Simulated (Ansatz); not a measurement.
The (111)A surface of zinc-blende GaAs, from a spin-polarised start, Ga-terminated, 2x2 with 1 H on 4 top atoms (bottom of the slab: 3 H on 4 bottom sites)

Calculation: PBE (plane waves to 420 eV, PAW; Ansatz, a first-principles code).

Model: 36-atom slab, 13.9 Å thick at the start with caps and adatoms (thin: gaps and levels are the slab's own), 3x3x1 mesh, Fermi-Dirac 0.025 eV, dipole correction, 8 atoms held, the rest relaxed; start symmetry kept, larger cells not searched; spin-polarised from one start with parallel moments (other orders not tried), no spin-orbit, no U. The starting moment vanished. It is one candidate, not shown to be the stable structure of the face.

```json
{
  "gap_of_the_slab_on_its_k_mesh": "0.72 eV",
  "highest_filled_level_below_the_top_vacuum_level": "4.77 eV",
  "energy_released_by_relaxation": "1.48 eV",
  "magnetic_moment_of_the_cell": "0.00 μB",
  "cost": "roughly 70 core-minutes"
}
```
